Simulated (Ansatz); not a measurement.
Consider NaI in the rock salt structure (space group Fm-3m, No. 225).

```
CELL_PARAMETERS angstrom
      0.00000     3.20105     3.20105
      3.20105     0.00000     3.20105
      3.20105     3.20105     0.00000
ATOMIC_POSITIONS crystal
  Na 0.00000 0.00000 0.00000
  I  0.50000 0.50000 0.50000
```

Cartesian axes are those of the cell as printed.

The values are results of PBEsol, PAW, 420 eV (Ansatz, a quantum-chemistry and plane-wave program; no spin-orbit coupling), not measurements.

Before the change:

| Property | Result |
|---|---|
| Valley order | Γ 3.60 eV; X along ⟨100⟩ 4.47 eV; L along ⟨111⟩ 4.96 eV |

Modification: biaxial strain −2.08 %, plane normal [111], relaxed out of plane (Cartesian); in-plane vectors clamped, the third vector and the atoms free.

How does this affect the ratio −ε⊥/ε∥?

The ratio −ε⊥/ε∥ is 0.97.

What happens to the in-plane stress?

The mean in-plane stress (compression positive) is +0.6 GPa.

What happens to the valley order?

The valley order (the lowest conduction-band minima on the path, energy above the VBM, named in the base's zone) becomes Γ 3.58 eV; X along [010] 4.40 eV; L along [1-1-1] 4.85 eV; L along [111] 5.01 eV (base: Γ 3.60 eV; X along ⟨100⟩ 4.47 eV; L along ⟨111⟩ 4.96 eV).

With I present, leaving out spin-orbit coupling can change the band edges. The levels and masses belong to the bands next to the band gap. Stability against distortions was not tested.
